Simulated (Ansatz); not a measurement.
# HfO2: Hf → Tb

Take HfO2 in the fluorite structure (space group Fm-3m, No. 225; a = 5.045 Å) as the base.

The change: full substitution Hf → Tb, then cell and atoms are relaxed.

The values are results of PBEsol in Ansatz (plane waves to 420 eV, PAW, spin-orbit coupling left out), earlier PAW set, not measurements. Settings: 15×15×15 k-points, 0.05 eV Fermi–Dirac smearing, for the changed cell.

The volume per atom grows by 1.40 Å³ to 12.10 Å³ and the density falls by 2.16 g/cm³ (10.89 g/cm³ → 8.73 g/cm³). The lattice parameter a grows by 0.211 Å to 5.256 Å and the space group remains Fm-3m (No. 225). The shortest interatomic distance goes up by 0.092 Å, from 2.184 Å to 2.276 Å and the magnetic state goes from not spin-polarised to ferromagnetic. The largest site moment goes from zero to 6.23 μB.

Cost of the whole job for the changed cell (relaxation, final SCF and bands): roughly 4 core-minutes.

Other magnetic orders, which the real material may have, were not ruled out. Open 4f shells without U are poorly described, and the f state was not checked. Whether these cells are dynamically stable was not tested. No Hubbard U is applied, and correlation can decide whether such a compound is a metal. This is not the structure that HfO2 has at room temperature and ambient pressure.

Ansatz is a program for electronic structure.
